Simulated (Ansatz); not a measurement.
The reference is AlRu in the CsCl type structure (space group Pm-3m, No. 221; relaxed with 0.1 eV smearing).

```yaml
crystal:
  lattice:
    - [2.97703, 0.00000, 0.00000]
    - [0.00000, 2.97703, 0.00000]
    - [0.00000, 0.00000, 2.97703]
  atoms:
    - { symbol: Al, position: [0.50000, 0.50000, 0.50000] }
    - { symbol: Ru, position: [0.00000, 0.00000, 0.00000] }
```

All numbers come from PBEsol/PAW in Ansatz (an electronic-structure program), no spin-orbit coupling.

Before the change:

```
Item       Result
--------  -------
Pressure  0.0 GPa
```

Perturbation: an isotropic linear strain of +1.00 %; the atoms relax in the strained cell.

### Question
How does this affect the energy relative to the base?

### Answer
The energy increases by 7.8 meV/atom.

### Question
Estimate the effect on the pressure.

### Answer
The pressure goes from zero to -6.1 GPa.

Stability against distortions was not tested. All final runs are without spin polarisation.
